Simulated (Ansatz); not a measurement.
Consider Al in the fcc (Cu type) structure (space group Fm-3m, No. 225; a = 4.014 Å).

It is then changed as follows: Ti takes the place of Al on all its sites; the structure is relaxed again.

Levels (all Ansatz, a program for electronic structure, PAW, earlier PAW set): PBEsol (420 eV, no SOC); r2SCAN (500 eV, no spin-orbit coupling).

The geometry is relaxed with PBEsol.

```
Quantity          Result
---------------  -------
PBEsol pressure  0.0 GPa
```

With r2SCAN at the same geometry, the pressure goes from zero to 4.8 GPa.

Single points use the geometry relaxed with PBEsol. Their cutoffs differ, which shifts pressures a little. Whether these cells are dynamically stable was not tested. All final runs are without spin polarisation. This is not the structure that Ti has at room temperature and ambient pressure.
